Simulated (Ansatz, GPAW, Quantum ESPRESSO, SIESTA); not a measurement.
## Code comparison for LiMg (Amm2, 6 atoms in the cell)

Self-consistent single point.

```yaml
crystal:
  lattice:
    - [4.89958, 0.00000, 0.00000]
    - [0.00000, 1.70043, 7.34607]
    - [0.00000, -1.70043, 7.34607]
  atoms:
    - { symbol: Li, position: [0.00000, 0.30594, 0.30594] }
    - { symbol: Li, position: [0.50000, 0.47486, 0.47486] }
    - { symbol: Li, position: [0.50000, 0.13544, 0.13544] }
    - { symbol: Mg, position: [0.00000, 0.96800, 0.96800] }
    - { symbol: Mg, position: [0.00000, 0.64382, 0.64382] }
    - { symbol: Mg, position: [0.50000, 0.80526, 0.80526] }
```

Shared settings, as Ansatz (a first-principles code) writes them: kpoints.mp_grid.grid = 5 7 7; scf.occupations.method = gaussian; scf.occupations.width = 0.2 eV. Potentials and cutoffs stand in the table.

| code | model | pressure (GPa) | largest force (eV/Å) | cutoff |
|---|---|---|---|---|
| Ansatz | PBEsol, PAW files made with PBE | -0.45 | 0.030 | 420 eV |
| Quantum ESPRESSO | PBEsol, GBRV 1.5 ultrasoft (PBESOL) pseudopotentials | -0.44 | 0.030 | 40 Ry |
| GPAW | PBEsol, GPAW PAW datasets PBEsol (made by gpaw-setup) | -0.42 | 0.032 | 800 eV |
| SIESTA | GGA PBEsol, numerical atomic orbitals DZP, PseudoDojo PBEsol standard norm-conserving potentials (rewritten from UPF to PSML) | -0.11 | 0.094 | grid 350 Ry |

Size of the force on each atom (eV/Å): Sizes of forces hide their directions.

```tsv
code	Li1	Li2	Li3	Mg4	Mg5	Mg6
Ansatz	0.002	0.004	0.001	0.025	0.030	0.002
Quantum ESPRESSO	0.002	0.004	0.001	0.025	0.030	0.003
GPAW	0.002	0.003	0.002	0.027	0.032	0.002
SIESTA	0.002	0.037	0.032	0.094	0.081	0.009
```

The spread over the programs that give each value: pressure within 0.34 GPa; largest force within 0.064 eV/Å.

SIESTA uses small atom-centred bases, whose incompleteness enters pressures, forces and empty levels differently from a plane-wave cutoff. Ansatz's pressure is given at a fixed set of plane waves, as the other plane-wave codes print theirs. In the force vectors, SIESTA (by 0.119) lies more than 0.08 eV/Å from the median of the plane-wave programs.

The starting cell comes from a database of computed structures (which also holds hypothetical and non-ambient phases and stackings), without a prior relaxation at this level.

Left out of this page: CP2K (unsound by tests on forces, stress, charge or solver warnings).

Keys are those of Ansatz 0.2.
